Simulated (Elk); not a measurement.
Elk run on LaIn5Rh (P4/mmm, 7 atoms in the cell): self-consistent single point.

Computed with PBEsol, all-electron FP-LAPW, Elk's shipped species files, APW+lo basis with extra local orbitals in Elk 10.2.4.

The change in words: lattice scaled by 0.98. Reference geometry:
```
CELL_PARAMETERS angstrom
      4.64255     0.00000     0.00000
      0.00000     4.64255     0.00000
      0.00000     0.00000     7.53034
ATOMIC_POSITIONS crystal
  La 0.00000 0.00000 0.00000
  In 0.50000 0.50000 0.00000
  In 0.50000 0.00000 0.69223
  In 0.50000 0.00000 0.30777
  In 0.00000 0.50000 0.69223
  In 0.00000 0.50000 0.30777
  Rh 0.00000 0.00000 0.50000
```

Reference input (self-consistent single point, DFT, PBEsol, all-electron FP-LAPW, Elk's shipped species files, APW+lo basis with extra local orbitals): xctype = 22; rgkmax = 8; swidth = 0.00183747 Ha; ngridk = 5 5 3; gmaxvr = 14 1/bohr; nxlo = 2; lorbcnd = true; rmtscf = 0.93; lmaxi = 3; maxscl = 100. This run's input differs from it in these lines:

```diff
@@ -31,5 +31,5 @@
 avec
-    8.7731555788    0.0000000000    0.0000000000
-    0.0000000000    8.7731555788    0.0000000000
-    0.0000000000    0.0000000000   14.2302764459
+    8.5976926184    0.0000000000    0.0000000000
+    0.0000000000    8.5976926184    0.0000000000
+    0.0000000000    0.0000000000   13.9456704634
```

Output, abridged:

```
│ Self-consistent loop started │
│ Loop number : 1 │
 total energy                :     -42698.2309480
│ Loop number : 2 │
 total energy                :     -42698.4169018
RMS change in Kohn-Sham potential (target) :   0.1485086437     (  0.1000000000E-05)
Absolute change in total energy (target)   :   0.1859538338     (  0.1000000000E-03)
│ Loop number : 3 │
 total energy                :     -42698.1300946
RMS change in Kohn-Sham potential (target) :   0.1444440359     (  0.1000000000E-05)
Absolute change in total energy (target)   :   0.2403187945     (  0.1000000000E-03)
│ Loop number : 4 │
   [... lines left out ...]
Absolute change in total energy (target)   :   0.5429064040E-03 (  0.1000000000E-03)
│ Loop number : 18 │
 total energy                :     -42680.7194179
RMS change in Kohn-Sham potential (target) :   0.2819141206E-06 (  0.1000000000E-05)
Absolute change in total energy (target)   :   0.2756149988E-03 (  0.1000000000E-03)
│ Loop number : 19 │
 total energy                :     -42680.7194610
RMS change in Kohn-Sham potential (target) :   0.8750608967E-07 (  0.1000000000E-05)
Absolute change in total energy (target)   :   0.2580275759E-04 (  0.1000000000E-03)
Convergence targets achieved

│ Loop number : 20 │

Energies :
 Fermi                       :     0.329286878695
 total energy                :     -42680.7194730

Density of states at Fermi energy :    63.77531940
 (states/Hartree/unit cell)

Estimated indirect band gap :   0.7644387756E-02
 from k-point     11 to k-point      9
Estimated direct band gap   :   0.1486763115E-01
 at k-point      8

Charges :
 core                        :    224.0000000
 valence                     :    123.0000000
 interstitial                :    13.73724831
 muffin-tins (core leakage)
  species :    1 (La)
   atom    1                 :    54.29083584     (  0.6507200119E-03)
  species :    2 (In)
   atom    1                 :    47.02688269     (  0.3673157788E-03)
   atom    2                 :    47.05705459     (  0.3687689251E-03)
   [... lines left out ...]
   atom    5                 :    47.05705459     (  0.3687689251E-03)
  species :    3 (Rh)
   atom    1                 :    43.71681480     (  0.6264686192E-07)
 total in muffin-tins        :    333.2627517
 total calculated charge     :    347.0031916
 total charge                :    347.0000000
 error                       :   0.3191649854E-02

│ Self-consistent loop stopped │
```

The run converged in 20 iterations. The count includes the last loop, which Elk runs after its targets are met. Against the reference run the free energy rises by 33.3 meV/atom.

The starting cell comes from a database of computed structures (which also holds hypothetical and non-ambient phases and stackings), without a prior relaxation at this level. Its lattice was rescaled by a random factor within 2.5 % of one. For this run, on top of that: lattice scaled by 0.98. Spin polarisation is off. Values depend on the basis (sphere radii, cutoffs, local orbitals), which need not be converged. The log's line on a gap gives a spacing of levels on this mesh, which the program prints for metals too.

Cost on one core of a shared machine: roughly 2 min.
